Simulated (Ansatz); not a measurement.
Structures of equal composition on the (0001) surface of hcp Ru: a pseudomorphic layer of Nb in the host's stacking; a pseudomorphic layer of Nb in the other hollow. The slabs share one bottom face, and each structure is named by its start. These are constructed structures in small cells; real faces may alloy, dewet or reconstruct in larger ones, and not all known structures of the face are among them. Slabs of about 11 Å, Fermi-Dirac smearing of 0.1 eV. Bottom of the slabs: a bare face, its two planes held. Relaxed from the named starts with such symmetry as they have, on meshes of like density; energies extrapolated to zero smearing; spin only where a row says so; no spin-orbit coupling, no U. Brackets mark spin-polarised runs, whose order is one that fits the cell.

Calculation: PBE (plane waves to 420 eV, PAW; Ansatz, a first-principles code).

Question: Put the candidates in order of energy per 1x1 cell, lowest first, for PBE.

Answer: a pseudomorphic layer of Nb in the host's stacking (0.000 eV), a pseudomorphic layer of Nb in the other hollow (0.048 eV)
